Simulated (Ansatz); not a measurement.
Functionals compared on H on the 1x1 (0001) surface of corundum (cut with top plane Al), one in a 1x1 cell, started at the site 'top O', in Ansatz (plane waves, PAW). The structure was relaxed with PBE; the other rows are single points on it, each with its references at the same level. Cutoff 420 eV (500 eV for r2SCAN). The points keep PBE's geometry, so the relaxation of a polaron and the settling of charge on one site are left out.

Host crystal: corundum, with a band gap (PBE, scalar-relativistic without spin-orbit coupling).

Set-up: 21 atoms, 6.7 Å thick at the start under the adsorbate (thin: gaps and levels are the slab's own); mesh 6x6x1; 0.01 eV smearing; dipole correction on; 9 atoms held, the rest relaxed; no symmetry held; spin-polarised, ending with about 1.0 μB a cell; orders that need a larger cell were not tried, no spin-orbit, no U, no dispersion correction. It is one chosen start, not shown to be the lowest state of the adsorbate. These notes are the PBE run's. r2SCAN: The program's check for a lower electronic state was not made. Adsorption energies are against ½ H2(g). A negative adsorption energy means that the adsorbate is more stable on the surface than in its reference.

```csv
functional,adsorption energy (eV),gap of the slab on its k-mesh (eV),highest filled level below the top vacuum level (eV),magnetic moment of the cell (μB)
PBE,1.31,0.76,4.51,1.00
RPBE,1.36,0.82,4.47,1.00
r2SCAN,?,?,?,1.00
```

**Question.** Some entries are withheld; supply them.

**Answer.** 
- r2SCAN, adsorption energy (eV): 1.33
- r2SCAN, gap of the slab on its k-mesh (eV): 1.38
- r2SCAN, highest filled level below the top vacuum level (eV): 4.80

Ansatz is a quantum-chemistry and plane-wave program.
